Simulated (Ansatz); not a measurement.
A working Ansatz (an electronic-structure program) input for La2In8Rh (P4/mmm, 11 atoms in the cell) (DFT, PBEsol, plane waves, default PAW files made with PBE):

Ansatz 0.2 input:
```yaml
# La2In8Rh
crystal:
  lattice:
    - [4.78632200, 0.00000000, 0.00000000]
    - [0.00000000, 4.78632200, 0.00000000]
    - [0.00000000, 0.00000000, 12.57606700]
  atoms:
    - { symbol: Rh, position: [0.00000000, 0.00000000, 0.00000000] }
    - { symbol: La, position: [0.00000000, 0.00000000, 0.30627000] }
    - { symbol: La, position: [0.00000000, 0.00000000, 0.69373000] }
    - { symbol: In, position: [0.50000000, 0.00000000, 0.50000000] }
    - { symbol: In, position: [0.00000000, 0.50000000, 0.50000000] }
    - { symbol: In, position: [0.50000000, 0.00000000, 0.11788000] }
    - { symbol: In, position: [0.00000000, 0.50000000, 0.11788000] }
    - { symbol: In, position: [0.50000000, 0.00000000, 0.88212000] }
    - { symbol: In, position: [0.00000000, 0.50000000, 0.88212000] }
    - { symbol: In, position: [0.50000000, 0.50000000, 0.30368000] }
    - { symbol: In, position: [0.50000000, 0.50000000, 0.69632000] }
basis:
  ecutwfc: 420.0 eV
kpoints:
  mp_grid:
    grid: [5, 5, 2]
hamiltonian:
  xc: pbesol
  pseudopotentials:
    kind: paw
scf:
  occupations:
    method: cold
    width: 0.2 eV
output:
  forces: true
  eigenvalues: true
  stress: true
```

The run converged in 9 iterations: free energy E − TS (on the zero of these files) -62869.8117 eV; Fermi level (on the code's own zero) 10.95 eV; pressure -4.13 GPa; largest force (vector length) 0.148 eV/Å. Each of these slips is then made, one at a time:

(1)
```diff
-    - { symbol: Rh, position: [0.00000000, 0.00000000, 0.00000000] }
+    - { symbol: rh, position: [0.00000000, 0.00000000, 0.00000000] }
```

(2)
```diff
+  max_iter: 4
```

Question: How does each altered input end?

Answer: 
(1) A mistyped element symbol. The program stopped before any SCF iteration.
```
Error: YAML parse error: error: line 8 column 17: `rh` is not an element symbol (H … Og, case-exact)
  --> <input>:8:17
   |
 6 |     - [0.00000000, 0.00000000, 12.57606700]
 7 |   atoms:
 8 |     - { symbol: rh, position: [0.00000000, 0.00000000, 0.00000000] }
   |                 ^ `rh` is not an element symbol (H … Og, case-exact)
 9 |     - { s [...]
```

(2) An iteration limit that is too low. The run ended unconverged after 4 iterations.
```
did not converge after 4 iterations: dr2 = 1.09e-3 (threshold 1.00e-7), under the density mixer `msr1`, which `scf.mixing.algorithm: auto` chose by the deck's other keys (type `scf.mixing.algorithm: msr1` to keep it); raise `scf.max_iter`, which need not help a stalled SCF, or adjust the mixing (`scf.mixing`) or, under a smearing, its width (`scf.o [...]
```

The starting cell comes from a database of published, mostly measured structures (it also holds non-ambient and calculated ones), without a prior relaxation at this level. Its lattice was rescaled by a random factor within 2.5 % of one. Spin polarisation is off. In the base run, with a pressure of about -4 GPa the cell is away from its equilibrium volume at this level. Ansatz's pressure includes its estimate of the finite-basis (Pulay) stress.

Left out of this page: 3 runs of the series outside the window shown, repeating another row's setting, or not comparable; 2 runs of the series stopped by limits of time or memory.
